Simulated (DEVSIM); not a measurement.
Device: illuminated GaAs p-on-n cell, one wavelength, at 400 K.

```tsv
layer (left to right)	material	thickness (μm)	Nd (cm⁻³)	Na (cm⁻³)	τn (s)	τp (s)	absorption coefficient (cm⁻¹)
1	GaAs	0.330	-	7.6e17	1.5e-9	1.3e-8	46000
2	GaAs	5.10	1e15	-	2e-8	2e-8	46000
```

Left contact: ohmic, minority electron recombination velocity 500 cm/s. Right contact: ohmic, minority hole recombination velocity 1e5 cm/s. Voltage is applied to the left contact. Recombination: SRH at mid-gap, radiative, Auger. Light enters at the left, 3.5e16 photons cm⁻² s⁻¹, one pass, no reflection. Mobility is μmin + (μ − μmin)/(1 + (N/Nref)^α).

Constants are typed, rounded textbook-type inputs, not results; the design itself was drawn at random and stands for no fabricated device. Values at 300 K; Nc and Nv go as T^1.5, mobilities as T to minus their exponent, the gap by Varshni's rule with the affinity fixed.

| parameter | GaAs |
|---|---|
| gap (eV) | 1.424 |
| affinity (eV) | 4.07 |
| permittivity | 12.9 |
| Nc (cm⁻³) | 4.7e17 |
| Nv (cm⁻³) | 9e18 |
| μn (cm²/Vs) | 8500 |
| μp (cm²/Vs) | 400 |
| μn,min | 500 |
| μp,min | 20 |
| Nref,n | 6e16 |
| Nref,p | 1.5e17 |
| αn | 0.39 |
| αp | 0.38 |
| T exponent of μn | 2.1 |
| T exponent of μp | 2.2 |
| B (cm³/s) | 2e-10 |
| Cn (cm⁶/s) | 1e-30 |
| Cp (cm⁶/s) | 1e-30 |
| Varshni α (eV/K) | 0.000541 |
| Varshni β (K) | 204 |

Model (solved in DEVSIM): 1D drift-diffusion, Boltzmann statistics, complete ionisation; no tunnelling, impact ionisation, image-force lowering or self-heating.

Base results: potential step across the device at zero bias (V) 1.050; open-circuit voltage (V) 0.578; fill factor 0.73; dark forward voltage at 1 A/cm² (V) 0.788.

### Question
What follows from this one change: recombination velocity at the right contact 100000 → 10000 cm/s?

### Answer
potential step across the device at zero bias little changed (1.050 V); open-circuit voltage little changed (0.582 V); fill factor little changed (0.73); dark forward voltage at 1 A/cm² 0.788 → 0.795 V.

### Question
What follows from this one change: doping Na of layer 1 7.6e+17 → 7.6e+16 cm^-3?

### Answer
potential step across the device at zero bias 1.050 → 0.971 V; open-circuit voltage little changed (0.578 V); fill factor little changed (0.73); dark forward voltage at 1 A/cm² little changed (0.788 V).

### Question
What follows from this one change: doping Nd of layer 2 1e+15 → 3e+14 cm^-3?

### Answer
potential step across the device at zero bias 1.050 → 1.009 V; open-circuit voltage 0.578 → 0.534 V; fill factor 0.73 → 0.71; dark forward voltage at 1 A/cm² 0.788 → 0.758 V.

### Question
What follows from this one change: minority lifetime in layer 2 2e-08 → 2e-07 s?

### Answer
potential step across the device at zero bias little changed (1.050 V); open-circuit voltage 0.578 → 0.608 V; fill factor 0.73 → 0.76; dark forward voltage at 1 A/cm² 0.788 → 0.803 V.

### Question
What follows from this one change: thickness of layer 2 5.1 → 1 μm?

### Answer
potential step across the device at zero bias little changed (1.050 V); open-circuit voltage 0.578 → 0.548 V; fill factor 0.73 → 0.74; dark forward voltage at 1 A/cm² 0.788 → 0.748 V.
